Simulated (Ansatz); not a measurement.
## Amorphous Ti20Al18C12

The cell was made by melting and quenching with the CHGNet potential and then relaxed with DFT. The hot cell started wider than the set density and was brought back towards it in steps. It is the lowest in DFT energy of 2 quenches. It is a model cell: composition and starting density were chosen by hand, and all elements were melted together. No dispersion term was used.

Computed with PBE, scalar-relativistic without spin-orbit coupling (plane waves to 420 eV, PAW; Ansatz, a quantum-chemistry and plane-wave program). Geometry, pressure, stress and energy are those of the PBE run. Its sampling: a 2×2×2 Γ-centred mesh; Fermi-Dirac width 0.1 eV; no spin polarisation.

```yaml
number_of_atoms_in_the_cell: 50
Density (volume relaxed, without dispersion): 3.74 g/cm^3
volume_per_atom: 14.09 Å³
Pressure on a 2×2×2 Γ-centred mesh: 0.06 GPa
Largest force and stress component on that mesh (the relaxation ran on one k-point at (1/4, 1/4, 1/4)): 0.32 eV/Å and 0.2 GPa
Gap on a 2×2×2 Γ-centred mesh (PBE): within the smearing (under twice its width)
```

Neighbours within Ti-Ti 3.86 Å, Ti-Al 3.42 Å, Ti-C 2.66 Å, Al-Al 3.00 Å, Al-C 2.44 Å, C-C 1.82 Å count as bonded.

The mean coordination of Ti is 15.10 (3 with 13, 4 with 14, 5 with 15, 5 with 16, 2 with 17, 1 with 18). The mean coordination of Al comes out as 10.00 (3 with 8, 4 with 9, 3 with 10, 6 with 11, 2 with 12). The mean coordination of C comes out as 5.83 (2 with 5, 10 with 6) and the mean Ti-Ti bond is 3.136 Å (spread 0.284 Å, 74 counted). The mean Ti-Al bond comes out as 2.914 Å (spread 0.189 Å, 99 counted).

Its density started from a set value of 3.76 g/cm³. The quench (nominally 300 K/ps over its main leg) was far faster than any real one, so the model tends to hold more defects than a real film. Values belong to this one cell and scatter from quench to quench. Volume and shape were free in the relaxation. On a 2×2×2 Γ-centred mesh force components of up to 0.32 eV/Å stay, since the relaxation ran on one k-point at (1/4, 1/4, 1/4).
